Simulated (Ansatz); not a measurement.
Pressure series in ZnO

Base system: ZnO in the wurtzite structure (space group P6_3mc, No. 186).

```yaml
crystal:
  lattice:
    - [3.27960, 0.00000, 0.00000]
    - [-1.63980, 2.84021, 0.00000]
    - [0.00000, 0.00000, 5.29330]
  atoms:
    - { symbol: Zn, position: [0.66667, 0.33333, 0.00215] }
    - { symbol: Zn, position: [0.33333, 0.66667, 0.50215] }
    - { symbol: O, position: [0.66667, 0.33333, 0.62305] }
    - { symbol: O, position: [0.33333, 0.66667, 0.12305] }
```

Cell and atoms are relaxed at each pressure.

The values are results of Kohn–Sham DFT with the PBE functional, run in Ansatz (a quantum-chemistry and plane-wave program) with PAW and 420 eV plane waves, spin-orbit coupling left out, not measurements.

| case | band gap | electron mass | density | width of the top valence band |
|---|---|---|---|---|
| base | 0.74 eV | 0.14 mₑ (at Γ) | 5.48 g/cm³ | 1.71 eV |
| pressure −2 GPa | 0.72 eV | 0.13 mₑ (at Γ) | 5.40 g/cm³ | 1.67 eV |
| pressure −1 GPa | 0.73 eV | 0.13 mₑ (at Γ) | 5.44 g/cm³ | 1.69 eV |
| pressure 0.9 GPa | 0.75 eV | 0.14 mₑ (at Γ) | 5.52 g/cm³ | 1.72 eV |
| pressure 2.1 GPa | 0.77 eV | 0.14 mₑ (at Γ) | 5.57 g/cm³ | 1.74 eV |
| pressure 4.5 GPa | 0.79 eV | 0.14 mₑ (at Γ) | 5.66 g/cm³ | 1.78 eV |
| pressure 9 GPa | 0.83 eV | 0.15 mₑ (at Γ) | 5.83 g/cm³ | 1.85 eV |
| pressure 22.5 GPa | 0.93 eV | 0.17 mₑ (at Γ) | 6.25 g/cm³ | 2.01 eV |

Load acts through the strain it causes; cell and atoms are relaxed under it. Masses are band curvatures over ±0.01 Å⁻¹ around the edge. Stability against distortions was not tested. Measured, ZnO leaves this structure (for rock salt) near 9.1 GPa (temperature not stated; as listed in Datta, Sujoy, Jana, Debnarayan, arXiv (2020)), on rising pressure, with hysteresis.
